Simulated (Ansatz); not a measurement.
Na2PdH4: response to strain

Consider Na$_{2}$PdH$_{4}$ (space group I4/mmm, No. 139; a cell from a computed database, its experimental status unchecked).

```yaml
crystal:
  lattice:
    - [-2.63686, 2.63686, 3.25708]
    - [2.63686, -2.63686, 3.25708]
    - [2.63686, 2.63686, -3.25708]
  atoms:
    - { symbol: Na, position: [0.75000, 0.25000, 0.50000] }
    - { symbol: Na, position: [0.25000, 0.75000, 0.50000] }
    - { symbol: H, position: [0.21991, 0.21991, 0.43982] }
    - { symbol: H, position: [0.78009, 0.78009, 0.56018] }
    - { symbol: H, position: [0.21991, 0.78009, 0.00000] }
    - { symbol: H, position: [0.78009, 0.21991, 0.00000] }
    - { symbol: Pd, position: [0.00000, 0.00000, 0.00000] }
```

Cartesian axes are those of the cell as printed.

Strains are applied to the cell and any free atomic positions relax; under biaxial strain the out-of-plane vector relaxes too.

The values are results of r2SCAN (Ansatz, a quantum-chemistry and plane-wave program), no SOC, not measurements.

Notes on the quantities. energy relative to the base: free energy F.

```json
[
 {"biaxial strain, plane normal [001], relaxed out of plane (%)": "0", "energy relative to the base (meV/atom)": "0.0"},
 {"biaxial strain, plane normal [001], relaxed out of plane (%)": "0.17", "energy relative to the base (meV/atom)": "0.0"},
 {"biaxial strain, plane normal [001], relaxed out of plane (%)": "0.7", "energy relative to the base (meV/atom)": "?"},
 {"biaxial strain, plane normal [001], relaxed out of plane (%)": "1.73", "energy relative to the base (meV/atom)": "1.4"},
 {"biaxial strain, plane normal [001], relaxed out of plane (%)": "3.25", "energy relative to the base (meV/atom)": "4.7"}
]
```

**Question.** Fit ΔE = Aε² + Bε³ (ε in %) to the rows shown and predict the withheld row.

**Answer.** Least squares on the printed values gives A = 0.494 and B = -0.015 meV/atom (largest residual 0.0 meV/atom); this predicts 0.2 meV/atom, and the run gives 0.2 meV/atom, in agreement.

Whether these cells are dynamically stable was not tested.
